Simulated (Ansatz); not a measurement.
We look at the formation energy of TiAl (P4/mmm) from the elements. Reaction: Ti (hcp) + Al (fcc) → TiAl (P4/mmm). Negative: the products are lower in energy. The value is per atom of the solid.

TiAl (P4/mmm), 2 atoms in the cell; spin state with PBE: run without spin, k-point mesh 16×16×12 on the run's own vectors.
```cif
data_AlTi
_chemical_formula_sum 'Ti1 Al1'
_space_group_name_H-M_alt 'P 1'
_space_group_IT_number 1
_cell_length_a 2.82409
_cell_length_b 2.82409
_cell_length_c 4.07368
_cell_angle_alpha 90.000
_cell_angle_beta 90.000
_cell_angle_gamma 90.000
loop_
_space_group_symop_operation_xyz
  'x, y, z'
loop_
_atom_site_label
_atom_site_type_symbol
_atom_site_fract_x
_atom_site_fract_y
_atom_site_fract_z
_atom_site_occupancy
Ti1 Ti 0.50000 0.50000 0.50000 1
Al1 Al 0.00000 0.00000 0.00000 1
```

Ti (hcp, P6₃/mmc), 2 atoms in the cell; spin state with PBE: run without spin, k-point mesh 24×24×14 on the run's own vectors. Conventional cell: a = b = 2.940 Å, c = 4.654 Å, α = β = 90.00°, γ = 120.00°.

Al (fcc, Fm-3m), 1 atom in the cell, k-point mesh 26×26×26 on the run's own vectors. Conventional cell: a = 4.041 Å, b = 4.041 Å, c = 4.041 Å, α = 90.00°, β = 90.00°, γ = 90.00°.

All numbers come from Ansatz (a first-principles code), plane waves with PAW, its PAW set soft_1, cutoff 420 eV. The structures are at rest with PBE. Neutral cells; Fermi-Dirac smearing of at most 0.10 eV in the solids, energies taken to zero width. A dispersion term (D3(BJ), or D4 for r2SCAN) was computed beside these levels and is taken off wherever the name lacks it. No zero-point or thermal terms.

**Question.** What is the computed value (PBE)?

**Answer.** -0.41 eV/atom, for Ti (hcp) + Al (fcc) → TiAl (P4/mmm).
